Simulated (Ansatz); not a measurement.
Data:

End structure of a constructed model of the (0001) surface of hcp Co, ferromagnetic, p(2x2) surface alloy, Ga on one Co site of the top plane (bottom of the slab: a bare face, its two planes held):

```xyz
24
Lattice="4.9858 0.0000 0.0000 -2.4929 4.3179 0.0000 0.0000 0.0000 26.5000" Properties=species:S:1:pos:R:3 pbc="T T T"
Co     1.2465     0.7196     8.2122
Co     0.0000     2.8786     8.2122
Co     3.7394     0.7196     8.2122
Co     2.4929     2.8786     8.2122
Co     0.0000     1.4393    10.2285
Co    -1.2465     3.5982    10.2285
Co     2.4929     1.4393    10.2285
Co     1.2465     3.5982    10.2285
Co     1.2469     0.7194    12.2635
Co     0.0000     2.8791    12.2635
Co     3.7389     0.7194    12.2635
Co     2.4929     2.8786    12.2594
Co     0.0000     1.4393    14.2606
Co    -1.2414     3.6012    14.2786
Co     2.4929     1.4334    14.2786
Co     1.2414     3.6012    14.2786
Co     1.2363     0.7255    16.2939
Co     0.0000     2.8669    16.2939
Co     3.7495     0.7255    16.2939
Co     2.4929     2.8786    16.2749
Ga     0.0000     1.4393    18.6390
Co    -1.2437     3.5998    18.2536
Co     2.4929     1.4361    18.2536
Co     1.2437     3.5998    18.2536
```

Slab: 24 atoms, 10.1 Å thick at the start (thin: gaps and levels are the slab's own); k 9x9x1, smearing 0.1 eV, dipole-corrected; 8 atoms held, the rest relaxed; start symmetry kept, larger cells not searched; spin-polarised, ending with about 37.4 μB a cell; orders that need a larger cell were not tried, no spin-orbit, no U. It is one candidate, not shown to be the stable structure of the face.

Q: What is the computed work function of the top face (PBE (Ansatz, an electronic-structure program))?

A: 4.73 eV
